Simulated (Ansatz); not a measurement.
The starting structures come from a database of crystals and need not be the phases stable at ambient conditions.

By PBEsol, the system below comes out a metal.

A figure of merit of an interconnect metal is its ballistic conductance per area.

Input:

```yaml
crystal:
  lattice:
    - [4.27495, 0.00000, 0.00000]
    - [-2.13747, 4.85962, 0.00000]
    - [2.13747, 0.00000, 4.85962]
  atoms:
    - { symbol: Ta, position: [0.78282, 0.38824, 0.82260] }
    - { symbol: Ta, position: [0.21718, 0.61176, 0.17740] }
    - { symbol: Ta, position: [0.60542, 0.82260, 0.61176] }
    - { symbol: Ta, position: [0.39458, 0.17740, 0.38824] }
    - { symbol: N, position: [0.50000, 0.00000, 0.00000] }
    - { symbol: N, position: [0.90847, 0.21751, 0.40057] }
    - { symbol: N, position: [0.09153, 0.78249, 0.59943] }
    - { symbol: N, position: [0.30904, 0.40057, 0.78249] }
    - { symbol: N, position: [0.69096, 0.59943, 0.21751] }
```

The cell is taken as given; by PBEsol it stands under a pressure of -5.1 GPa.

The current flows along the normal of the first two printed cell vectors, the (110) plane of the conventional cell. No spin-orbit coupling; the value is a mean over 0.1 eV about the Fermi level.

Problem. Estimate the ballistic conductance per area that PBEsol (Ansatz, a quantum-chemistry and plane-wave program) returns for this system.

Solution. 0.29 × 10¹⁵ S/m² for both spins.
